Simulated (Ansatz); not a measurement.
# Response to strain in BaTiO3

Take BaTiO3 in the cubic perovskite structure (space group Pm-3m, No. 221) as the base.

```
CELL_PARAMETERS angstrom
      3.93456     0.00000     0.00000
      0.00000     3.93456     0.00000
      0.00000     0.00000     3.93456
ATOMIC_POSITIONS crystal
  Ba 0.00000 0.00000 0.00000
  Ti 0.50000 0.50000 0.50000
  O  0.50000 0.00000 0.50000
  O  0.00000 0.50000 0.50000
  O  0.50000 0.50000 0.00000
```

Cartesian axes are those of the cell as printed.

Strains are applied to the cell and any free atomic positions relax; under biaxial strain the out-of-plane vector relaxes too.

Computed with LDA in Ansatz (plane waves to 420 eV, PAW, no spin-orbit coupling).

```csv
"biaxial strain, plane normal [001], relaxed out of plane (%)",out-of-plane strain (%)
-3,2.22
-1.8,1.29
-1.2,?
-0.6,0.41
0,0.00
```

**Question.** Fit ε⊥ = −νε + γε² (strains in %) to the rows shown and predict the withheld row.

**Answer.** Least squares on the printed values gives ν = 0.68 (the biaxial Poisson response) and γ = 0.021 (largest residual 0.00 %); this predicts 0.84 %, and the run gives 0.84 %, in agreement.

Whether these cells are dynamically stable was not tested. All final runs are without spin polarisation. Many cubic perovskites are stable only at high temperature; tilts and polar distortions were not tested. This is not the structure that BaTiO3 has at room temperature and ambient pressure.

Ansatz is an electronic-structure program.
